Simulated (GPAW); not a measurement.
Band structure of RbBr (Fm-3m, 2 atoms in the cell).

```
CELL_PARAMETERS angstrom
      0.00000     3.44500     3.44500
      3.44500     0.00000     3.44500
      3.44500     3.44500     0.00000
ATOMIC_POSITIONS crystal
  Rb 0.00000 0.00000 0.00000
  Br 0.50000 0.50000 0.50000
```

Method of the run: PBE, GPAW PAW datasets PBE (gpaw-data 1.0.1) (plane waves; GPAW).

Settings: mode = pw; ecut = 600 eV; xc = PBE; kpts = 8 8 8; mesh shift (steps) = 0 0 0; occupations.name = fermi-dirac; occupations.width = 0.02 eV; nbands = -6; convergence.density = 1e-05 e/electron; convergence.energy = 1e-05 eV/electron; convergence.bands = -4; symmetry.symmorphic = false; symmetry.tolerance = 0.0005; maxiter = 100.

The starting cell has typed, rounded lattice constants, without a prior relaxation at this level.

Problem. Predict the gap along the standard path and the places of the band edges.

Solution. The gap along the path is 4.33 eV, direct at Γ to within 0.01 eV.

Levels in eV from the top of the valence band on the SCF mesh, bands 5 to 12:
| point | 5 | 6 | 7 | 8 | 9 | 10 | 11 | 12 |
|---|---|---|---|---|---|---|---|---|
| Γ | -8.53 | 0.00 | 0.00 | 0.00 | 4.33 | 7.28 | 7.28 | 7.28 |
| X | -8.60 | -0.47 | -0.16 | -0.16 | 5.63 | 7.08 | 9.13 | 9.18 |
| W | -8.51 | -0.48 | -0.34 | -0.34 | 7.07 | 7.07 | 8.20 | 8.56 |
| K | -8.56 | -0.48 | -0.41 | -0.26 | 6.35 | 8.06 | 8.12 | 8.81 |
| L | -8.48 | -0.96 | -0.34 | -0.34 | 6.78 | 7.67 | 9.45 | 9.45 |
| U | -8.56 | -0.48 | -0.41 | -0.26 | 6.35 | 8.06 | 8.12 | 8.81 |
